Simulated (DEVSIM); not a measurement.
illuminated Si n-on-p cell, one wavelength

Structure: illuminated Si n-on-p cell, one wavelength, at 300 K.

```tsv
layer (left to right)	material	thickness (μm)	Nd (cm⁻³)	Na (cm⁻³)	τn (s)	τp (s)	absorption coefficient (cm⁻¹)
1	Si	0.350	1e18	-	0.00011	7.5e-6	4500
2	Si	83.0	-	6.3e15	0.00075	0.00075	4500
```

Left contact: ohmic, minority hole recombination velocity 300 cm/s. Right contact: ohmic, minority electron recombination velocity 50000 cm/s. Voltage is applied to the left contact. Recombination: SRH at mid-gap, radiative, Auger. Light enters at the left, 5.9e16 photons cm⁻² s⁻¹, one pass, no reflection. Mobility is constant in doping.

The device is made up for the run: typed textbook-type constants, with dimensions and the other settings drawn at random. Values at 300 K.

```
parameter           Si
-------------  -------
gap (eV)         1.124
affinity (eV)     4.05
permittivity      11.7
Nc (cm⁻³)      2.86e19
Nv (cm⁻³)       3.1e19
μn (cm²/Vs)       1417
μp (cm²/Vs)        470
B (cm³/s)      4.7e-15
Cn (cm⁶/s)     2.8e-31
Cp (cm⁶/s)     9.9e-32
```

DEVSIM, 1D drift-diffusion, Boltzmann statistics, complete ionisation; no tunnelling, impact ionisation, image-force lowering or self-heating.

```json
{
  "potential_step_across_the_device_at_zero_bias": "0.818 V",
  "largest_field_in_the_device_at_zero_bias": "63000 V/cm",
  "Dark forward voltage at 1 A/cm²": "0.653 V",
  "Dark forward voltage at 100 A/cm²": "0.823 V",
  "short_circuit_current": "9.29 mA/cm²",
  "open_circuit_voltage": "0.529 V",
  "fill_factor": "0.81",
  "largest_power": "3.99 mW/cm²",
  "share_of_generated_pairs_collected_at_short_circuit": "0.982"
}
```

Small-signal capacitance in reverse bias (quasi-static):

```csv
V (V),C (nF/cm²)
0.04,26.0
0.1,25.1
0.2,23.6
0.3,22.4
0.4,21.4
0.6,19.7
0.8,18.4
1,17.3
1.3,15.9
1.6,14.9
2,13.7
```

Dark forward current:

| V (V) | J (A/cm²) |
|---|---|
| -0.05 | -7.9e-11 |
| -0.15 | -4.1e-9 |
| -0.20 | -2.8e-8 |
| -0.30 | -1.3e-6 |
| -0.35 | -9.1e-6 |
| -0.45 | -0.00044 |
| -0.50 | -0.0030 |
| -0.60 | -0.14 |
| -0.65 | -0.91 |
| -0.75 | -19 |
| -0.80 | -61 |
| -0.90 | -460 |
| -0.95 | -980 |
| -1.05 | -2700 |
